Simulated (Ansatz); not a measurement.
CuCl (model structure, started from the HgO type, P3₁21, No. 152, 6 atoms in the cell) was calculated with HSE06 (Ansatz, a first-principles code, plane waves, PAW).

Settings: plane-wave cutoff 460 eV, 6×6×4 k mesh (along the axes of the cell as run), Fermi–Dirac smearing 0.01 eV, no spin polarisation, scalar-relativistic PAW data made under PBE.

Cell (relaxed with PBE-D3(BJ)):

```cif
data_Cl3Cu3
_chemical_formula_sum 'Cu3 Cl3'
_space_group_name_H-M_alt 'P 1'
_space_group_IT_number 1
_cell_length_a 3.89176
_cell_length_b 3.89176
_cell_length_c 9.17634
_cell_angle_alpha 90.000
_cell_angle_beta 90.000
_cell_angle_gamma 120.000
loop_
_space_group_symop_operation_xyz
  'x, y, z'
loop_
_atom_site_label
_atom_site_type_symbol
_atom_site_fract_x
_atom_site_fract_y
_atom_site_fract_z
_atom_site_occupancy
Cu1 Cu 0.24252 0.24252 0.50000 1
Cu2 Cu 0.75748 0.00000 0.83333 1
Cu3 Cu 0.00000 0.75748 0.16667 1
Cl1 Cl 0.54946 0.54946 0.00000 1
Cl2 Cl 0.45054 0.00000 0.33333 1
Cl3 Cl 0.00000 0.45054 0.66667 1
```

**Question.** Give the computed band gap and smallest direct gap on the k points sampled.

**Answer.** 
band gap: 3.43 eV (on the SCF k mesh) (indirect)
smallest direct gap on the k points sampled: 3.78 eV

Note: the relaxation could raise the start's symmetry but not lower it, so the cell can be a saddle point; cell and atoms aren't relaxed at this level (pressure 2.7 GPa).

Computed values are for the static lattice.

Cost on a shared machine: about 7 core-minutes (a rough figure).

A model structure was made by putting elements into a prototype or built by hand; it is no filed structure, need not be a known phase, and can be a saddle point held by its symmetry.
